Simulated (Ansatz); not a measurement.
Base system: SiO2 (space group P4_12_12, No. 92).

```yaml
crystal:
  lattice:
    - [5.02890, 0.00000, 0.00000]
    - [0.00000, 5.02890, 0.00000]
    - [0.00000, 0.00000, 7.01076]
  atoms:
    - { symbol: Si, position: [0.29800, 0.29800, 0.00000] }
    - { symbol: Si, position: [0.79800, 0.20200, 0.75000] }
    - { symbol: Si, position: [0.20200, 0.79800, 0.25000] }
    - { symbol: Si, position: [0.70200, 0.70200, 0.50000] }
    - { symbol: O, position: [0.23961, 0.10178, 0.17827] }
    - { symbol: O, position: [0.73961, 0.39822, 0.57173] }
    - { symbol: O, position: [0.26039, 0.60178, 0.07173] }
    - { symbol: O, position: [0.76039, 0.89822, 0.67827] }
    - { symbol: O, position: [0.89822, 0.76039, 0.32173] }
    - { symbol: O, position: [0.39822, 0.73961, 0.42827] }
    - { symbol: O, position: [0.60178, 0.26039, 0.92827] }
    - { symbol: O, position: [0.10178, 0.23961, 0.82173] }
```

Method: PBEsol, PAW, 420 eV (Ansatz, a program for electronic structure; spin-orbit coupling left out), earlier PAW set.

For the base:

* **Pressure**: 0.00 GPa
* **Gap character**: direct at Γ

It is then changed as follows: every lattice vector is stretched by 0.50 %; the atoms relax in the strained cell.

### Question
How does this affect the pressure and gap character?

### Answer
The pressure (mean of the normal stresses, compression positive) goes from zero to -0.20 GPa; the gap character stays direct at Γ.

Whether these cells are dynamically stable was not tested.
